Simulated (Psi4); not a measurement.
Psi4 1.11, B3LYP/def2-svpd: [GeH3], charge +1, multiplicity 1, 4 atoms. The geometry is a generated start, not checked to be a minimum at this level.

```yaml
task: energy
method: b3lyp
basis: def2-svpd
memory: 3 GB
maxiter: 100
keys_of_the_molecule_block: symmetry c1
scf_type: df (default)
e_convergence: 1e-06 (default)
d_convergence: 1e-06 (default)
dft_radial_points: 75 (default)
dft_spherical_points: 302 (default)
basis_functions: 62
grid_points: 88035
```

```xyz
4

Ge    -0.0110    -0.0032    -0.0007
H     -0.8879    -1.2588     0.0081
H     -0.6101     1.4132    -0.0063
H      1.5090    -0.1513    -0.0010
```

Charge 1 and multiplicity 1 are set for this test and not shown to be the ground state.

With the defaults (diis = true, scf_initial_accelerator = adiis, damping_percentage = 0, guess = auto, which took SAD, level_shift = 0, level_shift_cutoff = 0.01, diis_max_vecs = 10) it converges in 7 SCF iterations. One run each on 2 threads, with these changes:
- level_shift = 0.5, level_shift_cutoff = 0.001
- guess = sadno
- guess = gwh
- guess = core
- diis_max_vecs = 3
- diis = false, scf_initial_accelerator = none, damping_percentage = 60
- guess = modhuckel
- level_shift = 0.1, level_shift_cutoff = 0.001
- guess = sapgau

**Question.** Which runs fail or end elsewhere than the default run?

**Answer.** No convergence: diis = false, scf_initial_accelerator = none, damping_percentage = 60 (the run ends without SCF convergence in 100 iterations). The rest reach the solution of the defaults.

| setting | SCF iterations | end |
|---|---|---|
| guess = sapgau | 6 | same solution |
| the defaults | 7 | same solution |
| guess = modhuckel | 7 | same solution |
| level_shift = 0.5, level_shift_cutoff = 0.001 | 7 | same solution |
| guess = sadno | 7 | same solution |
| level_shift = 0.1, level_shift_cutoff = 0.001 | 7 | same solution |
| diis_max_vecs = 3 | 7 | same solution |
| guess = gwh | 8 | same solution |
| guess = core | 9 | same solution |
| diis = false, scf_initial_accelerator = none, damping_percentage = 60 | 100 | no convergence |
